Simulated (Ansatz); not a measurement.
An Ansatz (a first-principles code) input (Ansatz, r2SCAN, PAW, cutoff 500 eV, without spin-orbit coupling):

Ansatz 0.2 input:
```yaml
crystal:
  lattice:
    - [2.8597839439, 0, 0]
    - [-1.4298919719, 2.3419816026, 0]
    - [0, 0, 4.262908721]
  atoms:
    - { symbol: Ru, position: [0.3333333333, 0.6666666667, 0.75] }
    - { symbol: Ru, position: [0.6666666667, 0.3333333333, 0.25] }
basis: { ecutwfc: 500, ecutrho_ratio: 4, xc_grid: 4, fft_grid_basis: typed }
kpoints: { mp_grid: { grid: [24, 24, 14] } }
hamiltonian:
  xc: r2scan
  dispersion: none
  pseudopotentials: { kind: paw }
scf: { occupations: { method: fermi_dirac, width: 0.1 }, convergence: { dr2_threshold: 0.0000000002 } }
relax: { f_tol: 0.005, max_steps: 50 }
output: { forces: true, stress: true }
checkpoint: { write: state.ck, write_every: 1000 }
```

Which symmetry and how many k-points will the program report, and about how many plane waves at Γ?

Space group Cmcm (ITA 63) with 8 operations, k-points 1256 of 8064, and 715 plane waves at Γ.

And the final pressure?

-15.30 GPa (compression positive).

The cells carry an imposed strain or load. Whether these cells are dynamically stable was not tested. The final runs are not spin-polarised. The cell was made from Ru in the hcp (Mg type) structure (space group P6_3/mmc, No. 194) by this change: uniaxial strain ε_xx = +5.75 %.
